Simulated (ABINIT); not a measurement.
## Convergence study of the plane-wave cutoff for Ni (Fm-3m, 1 atom in the cell)

```xyz
1
Lattice="0.0000 1.7547 1.7547 1.7547 0.0000 1.7547 1.7547 1.7547 0.0000" Properties=species:S:1:pos:R:3 pbc="T T T"
Ni     0.0000     0.0000     0.0000
```
Moments meant for the start (each program seeds them in its own way; μB, in the order of the atoms Ni): 1.0.

Level of theory: PBE, norm-conserving pseudopotentials (PseudoDojo nc-sr-05 PBE standard) (plane waves; ABINIT 10.0.3).

Base settings: pseudos = [Ni.upf]; ecut = 49 Ha; nsppol = 2; occopt = 7; tsmear = 0.1 eV; ngkpt = 6 6 6; nshiftk = 1; shiftk = 0 0 0; potentials = PseudoDojo nc-sr-05 PBE standard; nband = 15.

The second cell is the first with its lattice scaled by 0.98.

The mesh stays at the base's, so the ladder's end is converged at best in this setting alone.

Only quantities that move along the ladder and can be compared are tabulated.

The count of work is k-points × plane waves × bands × iterations; it is no time. Core times come from one kind of shared machine, to one figure; runs under 30 s give none.

The starting cell has typed, rounded lattice constants, without a prior relaxation at this level. Its lattice was rescaled by up to half a per cent. With one magnetic atom in the cell only a parallel order is possible. Without a gap this mesh is coarse (it stands for a supercell whose shortest vector is 15 Å).

Steps (ecut): 17 Ha; 20 Ha; 22 Ha; 24 Ha; 27 Ha; 29 Ha; 34 Ha; 39 Ha; 44 Ha; 49 Ha; 54 Ha; 59 Ha; 66 Ha; 74 Ha; 86 Ha; 98 Ha; 118 Ha.

Q: What is the coarsest ecut that holds the energy of the compressed cell less the first within 0.5 meV/atom of the last step, with all finer ones?

A: 44 Ha, at 0.21 of the last step's count of work; the step before is off by 2.2 meV/atom.

Q: What is the coarsest ecut that holds the net moment within 0.01 μB/atom of the last step, with all finer ones?

A: 22 Ha, at 0.096 of the last step's count of work; the step before is off by 0.20 μB/atom.

Q: What is the coarsest ecut that holds the pressure within 0.5 GPa of the last step, with all finer ones?

A: 49 Ha, at 0.23 of the last step's count of work; the step before is off by 2.6 GPa.

```tsv
ecut	free energy less the last step's (meV/atom)	energy of the compressed cell less the first (meV/atom)	pressure (GPa)	net moment (μB/atom)	count of work / last	core time / last (rough)
17 Ha	122172.72	-1422.42	-3935.90	0.285	0.057	–
20 Ha	65860.59	-294.12	-2776.35	0.434	0.077	–
22 Ha	42257.71	702.11	-2110.12	0.635	0.096	–
24 Ha	27214.27	-455.96	-1582.93	0.633	0.10	–
27 Ha	12293.07	139.90	-911.35	0.630	0.12	–
29 Ha	6856.78	-20.09	-596.47	0.638	0.11	–
34 Ha	1300.74	-13.56	-164.13	0.639	0.14	–
39 Ha	148.98	32.03	-27.09	0.639	0.19	–
44 Ha	9.76	29.73	-1.90	0.639	0.21	–
49 Ha	1.46	29.89	0.66	0.639	0.23	–
54 Ha	1.28	29.89	0.66	0.639	0.31	–
59 Ha	1.02	29.87	0.67	0.639	0.35	0.7
66 Ha	0.84	29.86	0.67	0.639	0.42	0.5
74 Ha	0.68	29.86	0.67	0.639	0.50	0.5
86 Ha	0.43	29.85	0.67	0.639	0.62	0.7
98 Ha	0.28	29.86	0.68	0.639	0.76	1
118 Ha	0.00	29.86	0.67	0.639	1.0	1
```

The energy difference between the two cells stays within 1 meV/atom of the last step's from 44 Ha on, the total only from 66 Ha on: much of the error is common to both cells and cancels.

At the lowest cutoff the pressure lies 3940 GPa under the last step's, the usual sign of Pulay stress in an incomplete plane-wave basis.
